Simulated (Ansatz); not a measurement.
The cell is made up: elements placed on another compound's structure type, so the phase may be hypothetical.

By r2SCAN, the system below comes out a metal.

A figure of merit of an interconnect metal is its ballistic conductance per area.

Input:

```
CELL_PARAMETERS angstrom
      6.48053     0.00000     0.00000
     -3.24027     5.61231     0.00000
      3.24027     1.87077     2.64567
ATOMIC_POSITIONS crystal
  Zr 0.50000 0.50000 0.00000
  Zr 0.50000 0.00000 0.00000
  Zr 0.00000 0.50000 0.00000
  C  0.50000 0.00000 0.50000
  C  0.50000 0.50000 0.50000
  C  0.00000 0.00000 0.50000
```

Space group of this cell: Pm-3m. The cell was relaxed by PBE-D3(BJ); by r2SCAN its mean pressure is 3.7 GPa.

The current flows along the normal of the first two printed cell vectors. No spin-orbit coupling; the value is a mean over 0.1 eV about the Fermi level.

Q: Compute, with r2SCAN run with Ansatz (a first-principles code), the ballistic conductance per area.

A: 0.73 × 10¹⁵ S/m² for both spins.
